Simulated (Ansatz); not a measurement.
Interstitial Li across 6 hosts. Calculation: PBE, PAW (plane waves to 420 eV; Ansatz, a quantum-chemistry and plane-wave program). Charged cells are image-corrected; levels hold to tenths of an eV, spin–orbit coupling is left out, only levels at least 0.1 eV inside the gap count (those within 0.2 eV of an edge may still be shallow), and each defect is the lowest state found from one start.

```json
[
 {"host": "zinc-blende BN", "site at the start": "void with 4N nearest", "sites, k-points": "64, 2×2×2 shifted", "gap (eV)": "4.46", "localised charge states": "+1", "levels above the VBM (eV)": "none; +1 throughout"},
 {"host": "rock-salt CaO", "site at the start": "void with 4Ca4O nearest", "sites, k-points": "64, 2×2×2 shifted", "gap (eV)": "3.66", "localised charge states": "+1", "levels above the VBM (eV)": "none; +1 throughout"},
 {"host": "zinc-blende BP", "site at the start": "void with 4B nearest", "sites, k-points": "64, 2×2×2 shifted", "gap (eV)": "1.25", "localised charge states": "+1", "levels above the VBM (eV)": "none; +1 throughout"},
 {"host": "rock-salt MgO", "site at the start": "void with 4Mg4O nearest", "sites, k-points": "64, 2×2×2 shifted", "gap (eV)": "4.46", "localised charge states": "+1", "levels above the VBM (eV)": "none; +1 throughout"},
 {"host": "beta Si3N4", "site at the start": "void with 6N6Si nearest", "sites, k-points": "84, 2×2×2 shifted", "gap (eV)": "4.25", "localised charge states": "+1", "levels above the VBM (eV)": "none; +1 throughout"},
 {"host": "diamond", "site at the start": "void with 4C nearest", "sites, k-points": "64, 2×2×2 shifted", "gap (eV)": "4.13", "localised charge states": "+1, 0", "levels above the VBM (eV)": "(+1/0) 4.00"}
]
```

The lowest level as a share of the gap: diamond: 4.00 / 4.13 = 0.97. No level in zinc-blende BN, rock-salt CaO, zinc-blende BP, rock-salt MgO, beta Si3N4.
